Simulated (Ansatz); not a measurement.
The starting structures come from a database of crystals and need not be the phases stable at ambient conditions.

Inside the gap of an insulator the Bloch states are evanescent, with a wavenumber k + iκ along the transport direction.

Here is the system:

```
HgTe
1.0
    4.52320     0.00000     0.00000
   -2.26160     3.91721     0.00000
    0.00000     0.00000    10.24566
Hg Te
3 3
Direct
  0.65088   0.00000   0.00000
  0.00000   0.65088   0.33333
  0.34912   0.34912   0.66667
  0.54394   0.00000   0.50000
  0.00000   0.54394   0.83333
  0.45606   0.45606   0.16667
```

Space group of this cell: P3_121. The cell was relaxed by PBE-D3(BJ); by r2SCAN its mean pressure is 1.1 GPa.

Transport runs along the normal of the first two printed cell vectors, the (001) plane of the conventional cell.

No gap correction and no spin-orbit coupling; mid-gap values are interpolated between computed energies.

Predict the band gap and the smallest decay constant κ at mid-gap from Ansatz (an electronic-structure program) with r2SCAN.

Gap 0.60 eV on a 12×12×4 mesh; κ = 0.112 1/Å, at (0.500, 0.000) of the in-plane reciprocal vectors. At the zone centre, at the nearest computed energy, the slowest state has κ = 0.13 1/Å.
